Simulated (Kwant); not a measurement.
Computed with Kwant: Hückel tight-binding model, one pz orbital an atom, one spin, coherent transport at 0 K. Conductance is in e²/h.

Device: π system c1csc(c1)-c1cccs1 between two chain leads. The π system is taken as planar. Atoms are numbered from 0 in the order of the SMILES. Site energies (eV, carbon 0): [0.0, 0.0, -2.97, 0.0, 0.0, 0.0, 0.0, 0.0, 0.0, -2.97]. Bonds (i, j, β in eV): (0,1,-2.7) (1,2,-1.89) (2,3,-1.89) (3,4,-2.7) (3,5,-2.7) (5,6,-2.7) (6,7,-2.7) (7,8,-2.7) (8,9,-1.89) (4,0,-2.7) (9,5,-1.89). Leads: chains of hopping −4.1 eV, joined by −0.81 eV to atoms 0 and 8.

Site energies and bond integrals are typed Hückel values.

Sweep values stay those of the base run.

One input was changed, with this effect: transmission at E = 0 0.00051 → 0.0020.

Which change was it?
A) contacts moved from atoms [0, 8] to [1, 8]
B) contacts moved from atoms [0, 8] to [0, 1]
C) contacts moved from atoms [0, 8] to [0, 4]
D) contacts moved from atoms [0, 8] to [1, 6]
E) contacts moved from atoms [0, 8] to [0, 7]
F) contacts moved from atoms [0, 8] to [1, 4]

F, contacts moved from atoms [0, 8] to [1, 4]
